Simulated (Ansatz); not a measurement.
A computed series for ZrC: point defects

The reference is a 16-atom supercell of ZrC in the rock salt structure (space group Fm-3m, No. 225; a = 4.709 Å) at its relaxed geometry.

One neutral defect a cell, atoms relaxed at fixed cell.

Method: PBE (Ansatz, a program for electronic structure), without spin-orbit coupling.

```json
[
 {"case": "perfect supercell", "pressure": "0.0 GPa", "largest displacement of a host atom from its site in the perfect cell": "–"},
 {"case": "Zr on a C site (antisite), symmetric start", "pressure": "19.2 GPa", "largest displacement of a host atom from its site in the perfect cell": "0.17 Å"},
 {"case": "Zr interstitial (started 1.84 Å from the nearest host atom), symmetric start", "pressure": "29.9 GPa", "largest displacement of a host atom from its site in the perfect cell": "0.32 Å"},
 {"case": "Pt on a C site, symmetric start", "pressure": "19.4 GPa", "largest displacement of a host atom from its site in the perfect cell": "0.14 Å"},
 {"case": "C vacancy", "pressure": "-0.1 GPa", "largest displacement of a host atom from its site in the perfect cell": "0.05 Å"},
 {"case": "C on a Zr site (antisite)", "pressure": "-3.0 GPa", "largest displacement of a host atom from its site in the perfect cell": "0.46 Å"}
]
```

The cell is small, so the values are those of an ordered compound at a high defect concentration; dilute-limit values will differ. Defects with a symmetric start kept the site's symmetry and may sit on a saddle; the others started slightly shaken. All final runs are without spin polarisation.
